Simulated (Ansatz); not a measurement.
Consider Bi2Se3 in the Bi2Te3 type structure (space group R-3m, No. 166; a = 4.082 Å, c = 27.664 Å (hexagonal axes)).

Levels (all Ansatz, a quantum-chemistry and plane-wave program, PAW, earlier PAW set): PBEsol-D3(BJ) (420 eV, spin-orbit coupling left out); r2SCAN (500 eV, spin-orbit coupling left out); HSE06 (420 eV, no spin-orbit coupling).

One geometry, relaxed with PBEsol-D3(BJ), under each level:

```json
[
 {"level": "PBEsol-D3(BJ)", "band gap": "zero"},
 {"level": "r2SCAN", "band gap": "(withheld)"},
 {"level": "HSE06", "band gap": "0.43 eV"}
]
```

### Question
Give the withheld r2SCAN results.

### Answer

- r2SCAN, band gap: 0.30 eV

Single points use the geometry relaxed with PBEsol-D3(BJ). The hybrid gap comes from the SCF mesh plus the semilocal run's edge points and a few special points and is an upper bound. With Bi present, leaving out spin-orbit coupling can change the band edges. Stability against distortions was not tested. The final runs are not spin-polarised. Gaps under 0.05 eV, about the width of the smearing, are given as zero. A zero or small gap of Bi2Se3 can be the functional's error rather than a property of the material.
